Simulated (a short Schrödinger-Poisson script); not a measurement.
# Gated In0.52Al0.48As/In0.53Ga0.47As modulation-doped gas in a quantum well

Stack: gated In0.52Al0.48As/In0.53Ga0.47As modulation-doped gas in a quantum well, at 20 K.

```csv
layer,material,thickness (nm),Nd (cm⁻³),Na (cm⁻³)
1,In0.52Al0.48As,15,-,-
2,In0.52Al0.48As,10,9.4e17,-
3,In0.52Al0.48As,20,-,-
4,In0.53Ga0.47As,6,-,-
5,In0.52Al0.48As,4000,-,1e15
```

Constants are typed, rounded textbook-type inputs, not results; the design itself was drawn at random and stands for no fabricated device. In0.52Al0.48As: permittivity 12.5, conduction-band edge (eV) 0.52, gap (eV) 1.45, electron mass (mₑ) 0.075, Nv at 300 K (cm⁻³) 1.1e19. In0.53Ga0.47As: permittivity 13.9, conduction-band edge (eV) 0, gap (eV) 0.74, Nv at 300 K (cm⁻³) 7.7e18.

Channel valleys (confinement mass, in-plane density-of-states mass, number): Γ 0.041, 0.041, 1. At the gate the conduction-band edge of layer 1 lies 0.65 eV − eVg above the Fermi level of the channel; the field vanishes at the back. Donor level 0.006 eV below the band edge. The barrier under the gate holds no holes. Gaps are held at their typed values at every temperature. Mesh 0.08 nm at interfaces.

From a short Schrödinger-Poisson script (our own, NumPy): 1D Poisson equation in equilibrium, electrons quantum, Hartree plus LDA exchange-correlation (BenDaniel-Duke, 40 states a valley, the channel's in-plane mass for all, wave functions free to enter the barrier), parabolic valleys, classical holes, donors ionised by Fermi statistics, acceptors fully, no traps, pinning or gate leakage.

```tsv
Vg (V)	electrons (cm⁻²)	in the channel layer	C (μF/cm²)	Γ E0 (meV)	Γ E1 (meV)
0.4	5.04e11	4.70e11	0.220	-29.4	190.8
0.35	4.35e11	4.06e11	0.220	-25.4	222.5
0.3	3.67e11	3.42e11	0.221	-21.4	253.2
0.25	2.98e11	2.78e11	0.221	-17.4	279.2
0.2	2.29e11	2.14e11	0.222	-13.4	283.5
0.15	1.60e11	1.49e11	0.222	-9.3	287.8
0.1	9.04e10	8.44e10	0.224	-5.2	292.1
0.05	2.08e10	1.94e10	0.219	0.0	297.2
```

Gate voltages with under 1e6 electrons/cm² are left out.

Subbands count from the Fermi level.
